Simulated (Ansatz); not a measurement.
**GaAs under a change: isotropic strain −2.00 %**

Consider GaAs in the zinc blende structure (space group F-43m, No. 216; a = 5.659 Å).

Modification: an isotropic linear strain of −2.00 %; the atoms relax in the strained cell.

The values are results of PBEsol in Ansatz (plane waves to 420 eV, PAW, spin-orbit coupling left out), not measurements. Settings: 10×10×10 k-points, 0.05 eV Fermi–Dirac smearing.

The volume per atom shrinks by 1.33 Å³ (22.65 Å³ → 21.32 Å³) and the space group is still F-43m (No. 216). The shortest interatomic distance drops by 0.049 Å to 2.401 Å and the energy grows by 19 meV/atom. The pressure goes from zero to 48.4 kbar and the band gap rises by 0.46 eV to 0.88 eV. The gap character stays direct at Γ and the mean gap deformation potential ΔEg/Δln V is -7.6 eV. The width of the top valence band grows by 0.30 eV to 3.66 eV and the electron mass becomes 0.048 mₑ (at Γ) (base: 0.025 mₑ (at Γ)). The hole mass (degenerate bands, along [100]) changes from 0.025, 0.34, 0.34 mₑ (at Γ) to 0.048, 0.32, 0.32 mₑ (at Γ) and the valley order (the lowest conduction-band minima on the path, energy above the VBM, named in the base's zone) changes from Γ 0.42 eV; L along ⟨111⟩ 0.92 eV; a point along ⟨100⟩, about 1.0 Å⁻¹ from Γ 1.32 eV to Γ 0.88 eV; L along ⟨111⟩ 1.09 eV; a point along ⟨100⟩, about 1.0 Å⁻¹ from Γ 1.22 eV.

Final structure:

```xyz
2
Lattice="0.0000 2.7729 2.7729 2.7729 0.0000 2.7729 2.7729 2.7729 0.0000" Properties=species:S:1:pos:R:3 pbc="T T T"
Ga     0.0000     0.0000     0.0000
As     1.3864     1.3864     1.3864
```

Effective masses come from finite differences of ±0.01 Å⁻¹. Gaps are Kohn–Sham eigenvalue differences; semilocal functionals usually give less than the measured gap. No phonon test of stability was made.

Ansatz is a first-principles code.
